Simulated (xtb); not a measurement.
xtb 6.7.1, GFN1-xTB: Fc1csc(-c2ccc(-c3sccc3F)[se]2)c1, 23 atoms. The geometry is a generated start, not checked to be a minimum at this level.

* **method**: GFN1-xTB
* **--acc**: 1 (default)
* **--etemp (K)**: 300 (default)
* **detailed input (--input)**: none: ANC optimiser, Lindh (1995) Hessian, microcycle=20, maxdispl=1.0, hlow=0.01 (default)
* **basis functions**: 98
* **valence electrons**: 86

```xyz
23

F     -6.0687     1.0847     1.0109
C     -5.0403     0.3675     0.4838
C     -5.2331    -0.7648    -0.2623
S     -3.6619    -1.4968    -0.8250
C     -2.8689    -0.1570     0.0310
C     -1.2809    -0.1142    -0.0156
C     -0.6013     0.8830     0.6172
C      0.7383     0.8659     0.5424
C      1.3079    -0.1359    -0.1527
C      2.8244    -0.5904    -0.5275
S      3.3997    -1.7549    -1.3314
C      5.1981    -1.3267    -1.1308
C      5.0832    -0.2009    -0.3745
C      3.8329     0.1930    -0.0527
F      3.5796     1.3158     0.7082
Se    -0.1742    -1.1658    -0.7694
C     -3.7376     0.7001     0.6439
H     -6.2228    -1.1837    -0.4947
H     -1.1433     1.6759     1.1716
H      1.3623     1.6516     1.0368
H      6.1163    -1.7790    -1.4758
H      5.9815     0.3581    -0.0440
H     -3.3911     1.5747     1.2108
```

The structure is relaxed from this start with --opt LEVEL for the levels crude, sloppy, loose, lax, normal, tight, vtight, extreme, once each. Up to the end of the extreme run atoms move by at most 0.65 Å along an axis.

### Question
Choose the cheapest level whose final energy lies within 1 meV of that of extreme.

### Answer
lax: 16 cycles against 22, ending 0.33 meV above.

| level | cycles | energy above the extreme run (meV) | gradient norm (eV/Å) |
|---|---|---|---|
| crude | 8 | 25 | 0.29 |
| sloppy | 13 | 2.8 | 0.078 |
| loose | 14 | 1.4 | 0.065 |
| lax | 16 | 0.33 | 0.022 |
| normal | 18 | 0.065 | 0.016 |
| tight | 20 | under 0.01 | 0.0073 |
| vtight | 22 | under 0.01 | 0.0013 |
| extreme | 22 | — | 0.0013 |
